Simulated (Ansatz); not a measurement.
Consider AlN in the rock salt structure (space group Fm-3m, No. 225; a = 4.045 Å; a cell from a computed database, its experimental status unchecked).

It is then changed as follows: the cell is scaled by 0.9883 in all directions; the atoms relax in the strained cell.

Levels (all Ansatz, an electronic-structure program, PAW): PBEsol (420 eV, without spin-orbit coupling); r2SCAN (500 eV, without spin-orbit coupling); HSE06 (420 eV, no spin-orbit coupling).

One geometry, relaxed with PBEsol, under each level:

Notes on the quantities. hole mass: degenerate bands, along [100].

```csv
level,band gap,lowest conduction level above the VBM at special points,electron mass,hole mass,pressure
PBEsol,4.89 eV,X 4.89 eV; K 5.99 eV; U 5.99 eV; Γ 6.14 eV,"0.59 mₑ along k, 0.34 mₑ across (at X)","0.35, 0.89, 0.89 mₑ (at Γ)",9.95 GPa
r2SCAN,5.83 eV,X 5.83 eV; K 6.93 eV; U 6.93 eV; Γ 6.98 eV,"0.58 mₑ along k, 0.35 mₑ across (at X)","0.34, 0.88, 0.88 mₑ (at Γ)",8.70 GPa
HSE06,…,…,–,–,–
```

Problem. Give the withheld HSE06 results.

Solution. 
- HSE06, band gap: 6.40 eV
- HSE06, lowest conduction level above the VBM at special points: X 6.40 eV; K 7.52 eV; U 7.52 eV; Γ 7.74 eV

Single points use the geometry relaxed with PBEsol. Their cutoffs differ, which shifts pressures a little. HSE06 was sampled on its mesh, a few special points and the semilocal edge points, so its gap is an upper bound. Effective masses come from finite differences of ±0.01 Å⁻¹. Along k means along the line from Γ to the band edge. Stability against distortions was not tested. This is not the structure that AlN has at room temperature and ambient pressure.
